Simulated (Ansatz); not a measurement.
Computed with PBE (plane waves to 420 eV, PAW; Ansatz, a program for electronic structure).

Electrostatic potential energy of an electron, averaged over planes parallel to the surface, in eV from the Fermi level, for C on the 1x1 (100) surface of fcc Cu, one in a 2x2 cell, started at the site 'hollow Cu-Cu-Cu-Cu over Cu at depth 1.8 Å':

| z (Å) | V (eV) |
|---|---|
| 5.17 | 4.56 |
| 5.44 | 4.56 |
| 5.72 | 4.55 |
| 5.99 | 4.55 |
| 6.26 | 4.55 |
| 6.53 | 4.54 |
| 6.81 | 4.53 |
| 7.08 | 4.50 |
| 7.35 | 4.44 |
| 7.62 | 4.32 |
| 7.89 | 4.08 |
| 8.17 | 3.59 |
| 8.44 | 2.61 |
| 8.71 | 0.39 |
| 8.98 | -5.18 |
| 9.26 | -11.38 |
| 9.53 | -14.13 |
| 9.80 | -12.88 |
| 10.07 | -8.04 |
| 10.34 | -2.90 |
| 10.62 | -3.67 |
| 10.89 | -9.37 |
| 11.16 | -13.70 |
| 11.43 | -14.23 |
| 11.71 | -10.84 |
| 11.98 | -4.85 |
| 12.25 | -1.54 |
| 12.52 | -4.73 |
| 12.79 | -10.72 |
| 13.07 | -14.20 |
| 13.34 | -13.75 |
| 13.61 | -9.42 |
| 13.88 | -3.47 |
| 14.16 | -1.49 |
| 14.43 | -5.77 |
| 14.70 | -12.36 |
| 14.97 | -16.67 |
| 15.24 | -16.41 |
| 15.52 | -10.66 |
| 15.79 | -2.62 |
| 16.06 | 1.84 |
| 16.33 | 3.52 |
| 16.61 | 4.31 |
| 16.88 | 4.69 |
| 17.15 | 4.86 |
| 17.42 | 4.95 |
| 17.69 | 4.99 |
| 17.97 | 5.01 |
| 18.24 | 5.01 |
| 18.51 | 5.02 |
| 18.78 | 5.02 |
| 19.06 | 5.02 |
| 19.33 | 5.02 |
| 19.60 | 5.02 |

Model: 17-atom slab, 5.3 Å thick at the start under the adsorbate (thin: gaps and levels are the slab's own), 6x6x1 mesh, Fermi-Dirac 0.1 eV, dipole correction, 8 atoms held, the rest relaxed; start symmetry kept, larger cells not searched; spin-polarised, no spin-orbit, no U, no dispersion correction. The starting moment vanished. At the end it is bonded to 5 Cu. In PBE it is, or lies within 0.03 eV of, the lowest of the starts that converged.

Problem. The surface cell has an area of 26.35 Å². What dipole along the normal does the step between the two vacuum levels imply?

Solution. the top vacuum level lies 0.47 eV above the bottom one; p = −ε₀ A ΔV (ε₀ = 0.005526 e/(V·Å)) gives -0.07 e·Å a cell.
